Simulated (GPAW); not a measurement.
Band structure of Al (Fm-3m, 1 atom in the cell).

```yaml
crystal:
  lattice:
    - [0.00000, 2.00272, 2.00272]
    - [2.00272, 0.00000, 2.00272]
    - [2.00272, 2.00272, 0.00000]
  atoms:
    - { symbol: Al, position: [0.00000, 0.00000, 0.00000] }
```

Method: PBE, GPAW PAW datasets PBE (gpaw-data 1.0.1) (plane waves; GPAW 25.7.0).

Settings: mode = pw; ecut = 550 eV; xc = PBE; kpts = 14 14 14; mesh shift (steps) = 0 0 0; occupations.name = fermi-dirac; occupations.width = 0.1 eV; nbands = -5; symmetry.symmorphic = false; symmetry.tolerance = 0.0005; maxiter = 100; bandpath_npoints = 40.

The starting cell has typed, rounded lattice constants, without a prior relaxation at this level. Its lattice was rescaled by a random factor within 2.5 % of one.

Levels in eV from the Fermi level, bands 1 to 5:
```csv
point,1,2,3,4,5
Γ,-11.31,12.79,12.79,12.79,14.49
X,-2.97,-1.59,5.28,5.75,5.75
W,-0.86,-0.86,0.14,1.28,16.13
K,-1.92,-1.39,-0.33,6.73,8.37
L,-4.69,-4.40,11.60,11.60,11.73
U,-1.92,-1.39,-0.33,6.73,8.37
```

Bands cross the Fermi level along this path, so the cell is metallic at this level.
